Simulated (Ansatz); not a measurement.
**MgTe: response to strain**

Consider MgTe in the zinc blende structure (space group F-43m, No. 216; a = 6.368 Å). Axes: x, y, z lie along the cube axes.

Strains are applied to the cell and any free atomic positions relax.

All numbers come from plane-wave PAW DFT at the LDA level (Ansatz, a quantum-chemistry and plane-wave program, 420 eV), no spin-orbit coupling.

Notes on the quantities. pressure: mean of the normal stresses, compression positive; energy relative to the base: free energy F.

```tsv
case	pressure	band gap	energy relative to the base	volume per atom
base	0.1 kbar	2.38 eV	0 meV/atom	32.28 Å³
uniaxial strain ε_zz = −3.00 %	___	___	+4.5 meV/atom	31.31 Å³
uniaxial strain ε_zz = −2.50 %	10.3 kbar	2.45 eV	+3.1 meV/atom	31.47 Å³
uniaxial strain ε_zz = −1.50 %	6.1 kbar	2.42 eV	+1.1 meV/atom	31.80 Å³
uniaxial strain ε_zz = −1.00 %	4.0 kbar	2.41 eV	+0.5 meV/atom	31.96 Å³
uniaxial strain ε_zz = −0.50 %	___	2.40 eV	+0.1 meV/atom	32.12 Å³
uniaxial strain ε_zz = +0.50 %	-1.8 kbar	2.36 eV	+0.1 meV/atom	32.44 Å³
uniaxial strain ε_zz = +1.00 %	-3.7 kbar	2.33 eV	+0.5 meV/atom	32.60 Å³
uniaxial strain ε_zz = +1.50 %	-5.6 kbar	2.30 eV	+1.1 meV/atom	32.76 Å³
uniaxial strain ε_zz = +3.00 %	-10.8 kbar	2.22 eV	+4.3 meV/atom	33.25 Å³
```

Q: Some entries are withheld; estimate them.

A: 
- uniaxial strain ε_zz = −3.00 %, pressure: 12.5 kbar
- uniaxial strain ε_zz = −3.00 %, band gap: 2.46 eV
- uniaxial strain ε_zz = −0.50 %, pressure: 2.0 kbar

With Te present, leaving out spin-orbit coupling can change the band edges. Gaps are Kohn–Sham eigenvalue differences; semilocal functionals usually give less than the measured gap. Whether these cells are dynamically stable was not tested.
